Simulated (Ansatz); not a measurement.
MoSi2: isotropic strain −2.00 %

The reference is MoSi2 (space group I4/mmm, No. 139; a = 3.174 Å, c = 7.779 Å; relaxed with 0.1 eV smearing).

Perturbation: an isotropic linear strain of −2.00 %; the atoms relax in the strained cell.

Method: DFT with LDA, PAW potentials and a 420 eV plane-wave cutoff in Ansatz (an electronic-structure program), no spin-orbit coupling. Settings: 25×25×25 k-points, 0.1 eV Fermi–Dirac smearing.

The shortest interatomic distance shrinks by 0.038 Å to 2.526 Å and the energy grows by 36 meV/atom. The pressure (mean of the normal stresses, compression positive) goes from zero to 15.7 GPa and the band gap is still zero.

Final structure:

```
CELL_PARAMETERS angstrom
     -1.55526     1.55526     3.81157
      1.55526    -1.55526     3.81157
      1.55526     1.55526    -3.81157
ATOMIC_POSITIONS crystal
  Si 0.66567 0.66567 0.00000
  Si 0.33433 0.33433 0.00000
  Mo 0.00000 0.00000 0.00000
```

No phonon test of stability was made. The final runs are not spin-polarised.
